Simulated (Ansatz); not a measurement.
Given:

```yaml
crystal:
  lattice:
    - [3.31511, 0.00000, 0.00000]
    - [1.65755, 2.87097, 0.00000]
    - [1.65755, -0.95699, 2.76413]
  atoms:
    - { symbol: B, position: [0.99861, 0.00070, 0.00209] }
    - { symbol: As, position: [0.50139, 0.24930, 0.74791] }
```

No spin polarisation.

Level of theory: PBEsol/PAW in Ansatz (a program for electronic structure), no SOC. Settings: 12×12×12 k-points, 0.05 eV Fermi–Dirac smearing.

**Question.** Predict the gap character, smallest direct gap, valence-band top at Γ and band gap.

**Answer.** The gap character is indirect, Γ → F–Γ (17 % along). The smallest direct gap is 2.96 eV and the valence-band top at Γ (three highest levels, from the VBM) is 0.00, 0.00, -0.21 eV. The band gap is 0.96 eV.

The cells carry an imposed strain or load. Whether these cells are dynamically stable was not tested. The cell was made from BAs in the zinc blende structure (space group F-43m, No. 216) by this change: biaxial strain −1.67 %, plane normal [111], relaxed out of plane.
